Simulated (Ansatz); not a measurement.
## Hypothetical Fm-3m MoTe2, point defects

The parent structure is a 12-atom supercell of MoTe2 (space group Fm-3m, No. 225; a = 6.6394 Å; a hypothetical phase, not in the database extracts checked) at its relaxed geometry.

One neutral defect a cell, atoms relaxed at fixed cell.

All numbers come from r2SCAN (Ansatz, a quantum-chemistry and plane-wave program), no spin-orbit coupling.

```csv
variant,largest displacement of a host atom from its site in the perfect cell,pressure
perfect supercell,–,-0.4 GPa
Mo on a Te site (antisite),___,___
Te interstitial (started 2.60 Å from the nearest host atom),1.43 Å,9.2 GPa
Te on a Mo site (antisite),0.17 Å,6.8 GPa
"Mo vacancy, symmetric start",0.08 Å,1.1 GPa
```

Q: Complete the table.

A: 
- Mo on a Te site (antisite), largest displacement of a host atom from its site in the perfect cell: 0.73 Å
- Mo on a Te site (antisite), pressure: -2.5 GPa

The cell is small, so the values are those of an ordered compound at a high defect concentration; dilute-limit values will differ. Defects with a symmetric start kept the site's symmetry and may sit on a saddle; the others started slightly shaken. The final runs are not spin-polarised. MoTe2, Mo4Te9, MoTe3 and Mo3Te8 have a high density of states at the Fermi level and may be magnetic at this level.
